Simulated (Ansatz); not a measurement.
## Step by step: formation energy of H_i in Nb (bcc, Im-3m)

This concerns the formation energy of H_i in Nb (bcc, Im-3m). Reaction: 64 Nb (bcc) + 1/2 H2 (gas) → cell A.

A: a supercell of 64 sites of Nb (bcc, Im-3m) with H off the lattice sites (4 Nb at 1.92 Å); spin state with PBE: run without spin.

Setting: static, neutral cells in Ansatz (PAW) whose structures rest at the PBE level. Ansatz (a program for electronic structure) runs with its PAW set soft_1. Other levels take these structures. The lattices are those relaxed with PBE, so at other levels the solids can be strained, which adds to the spread. Larger cells are relaxed from a start prepared with the learned potential CHGNet, on a coarser mesh till forces fall under 0.03 eV/Å, which some starts already meet. A dispersion term (D3(BJ), or D4 for r2SCAN) was computed beside these levels and is taken off wherever the name lacks it. Mesh and cell size may move defect energies by 0.1 eV or more. Cell A has symmetry I-4m2 and got no random move, so less symmetric positions, which may lie lower, weren't tried.

Total energies of the cells in eV, at zero smearing width. They compare only within one column; the weights balance every element.

| cell | atoms | weight | PBE | PBE+D3(BJ) |
|---|---|---|---|---|
| A: Nb:H_i | 65 | +1 | -291364.52417 | -291411.43983 |
| Nb (bcc) | 64 | −1 | -291348.26165 | -291394.96726 |
| H2 (gas) | 2 | −1/2 | -31.74397 | -31.74649 |

PBE: (-291364.52417) − (-291348.26165) − 1/2 × (-31.74397) = -0.391 eV.

PBE+D3(BJ): (-291411.43983) − (-291394.96726) − 1/2 × (-31.74649) = -0.599 eV.
